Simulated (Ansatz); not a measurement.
# FePt under a change: pressure 18 GPa

The parent structure is FePt (space group P4/mmm, No. 123; a = 2.7301 Å, c = 3.7639 Å; ferromagnetic).

Now apply this change: cell and atoms relaxed at a pressure of 18 GPa.

Calculations: PBE, PAW, 420 eV (Ansatz, an electronic-structure program; no SOC). Settings: 17×17×12 k-points, 0.05 eV Fermi–Dirac smearing.

```csv
quantity,base,changed,shift
volume per atom,14.03 Å³,13.03 Å³,-1.00 Å³
lattice parameter a,2.730 Å,2.665 Å,-0.065 Å
c/a ratio,1.379,1.377,-0.002
shortest interatomic distance,2.696 Å,2.630 Å,-0.066 Å
enthalpy H = E + PV relative to the base's energy,–,+1.52 eV/atom,–
band gap,zero,zero,–
magnetic state,ferromagnetic,ferromagnetic,–
largest site moment,2.99 μB,2.85 μB,-0.14 μB
```

Other magnetic orders, which the real material may have, were not ruled out. Load acts through the strain it causes; cell and atoms are relaxed under it. Stability against distortions was not tested. Competing high-pressure phases were not computed.
